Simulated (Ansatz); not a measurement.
The parent structure is YN in the rock salt structure (space group Fm-3m, No. 225; a = 4.9058 Å).

All numbers come from PBE/PAW in Ansatz (a program for electronic structure), scalar-relativistic without spin-orbit coupling.

Before the change:

The electron mass comes out as 1.3 mₑ along k, 0.11 mₑ across (at X) and the band gap is 0.21 eV.

One thing is altered: a negative pressure, −2 GPa.

Task: Estimate the effect on the electron mass.

Result: The electron mass goes from 1.3 mₑ along k, 0.11 mₑ across (at X) to 1.3 mₑ along k, 0.12 mₑ across (at X).

Task: What happens to the band gap?

Result: The band gap increases by 0.02 eV to 0.23 eV.

Load acts through the strain it causes; cell and atoms are relaxed under it. Masses are band curvatures over ±0.01 Å⁻¹ around the edge. Along k means along the line from Γ to the band edge. No phonon test of stability was made. The zero or small gap of YN can change with the level of theory.
